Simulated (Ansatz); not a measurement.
The parent structure is Ti in the hcp (Mg type) structure (space group P6_3/mmc, No. 194; relaxed with 0.1 eV smearing).

```
CELL_PARAMETERS angstrom
      2.93674     0.00000     0.00000
     -1.46837     2.54330     0.00000
      0.00000     0.00000     4.64097
ATOMIC_POSITIONS crystal
  Ti 0.33333 0.66667 0.75000
  Ti 0.66667 0.33333 0.25000
```

Cartesian axes are those of the cell as printed.

Computed with r2SCAN, PAW, 500 eV (Ansatz, a program for electronic structure; scalar-relativistic without spin-orbit coupling), earlier PAW set.

Strains are applied to the cell and any free atomic positions relax.

One change was made to it. Results:

The shortest interatomic distance drops by 0.050 Å (2.874 Å → 2.824 Å); the energy increases by 3.4 meV/atom.

Question: Name the change that was made.
(A) tensor shear ε_xy = +2.68 %
(B) tensor shear ε_yz = −1.83 %
(C) uniaxial strain ε_zz = +0.44 %

Answer: B, tensor shear ε_yz = −1.83 %. For comparison, the energy relative to the base in the other runs: uniaxial strain ε_zz = +0.44 % gives +0.2 meV/atom; tensor shear ε_xy = +2.68 % gives +6.3 meV/atom.

Stability against distortions was not tested. The final runs are not spin-polarised.
